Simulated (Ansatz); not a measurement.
# Ti: pressure series

Consider Ti in the hcp (Mg type) structure (space group P6_3/mmc, No. 194).

```
Ti
1.0
    2.93912     0.00000     0.00000
   -1.46956     2.54536     0.00000
    0.00000     0.00000     4.65016
Ti
2
Direct
  0.66667   0.33333   0.75000
  0.33333   0.66667   0.25000
```

Cell and atoms are relaxed at each pressure.

Method: PBE (Ansatz, an electronic-structure program), no SOC.

Notes on the quantities. enthalpy: H = E + PV relative to the base's energy.

```csv
change,enthalpy,shortest interatomic distance
base,–,2.878 Å
pressure −2 GPa,-0.22 eV/atom,2.896 Å
pressure −1 GPa,-0.11 eV/atom,2.887 Å
pressure 0.9 GPa,+0.10 eV/atom,2.871 Å
pressure 2.1 GPa,+0.23 eV/atom,(withheld)
pressure 4.5 GPa,+0.48 eV/atom,2.844 Å
pressure 9 GPa,+0.94 eV/atom,2.813 Å
pressure 15 GPa,+1.54 eV/atom,2.777 Å
pressure 22.5 GPa,+2.25 eV/atom,2.739 Å
pressure 30 GPa,+2.93 eV/atom,2.705 Å
```

### Question
Complete the table.

### Answer

- pressure 2.1 GPa, shortest interatomic distance: 2.862 Å

Load acts through the strain it causes; cell and atoms are relaxed under it. Whether these cells are dynamically stable was not tested. Competing high-pressure phases were not computed. All final runs are without spin polarisation.
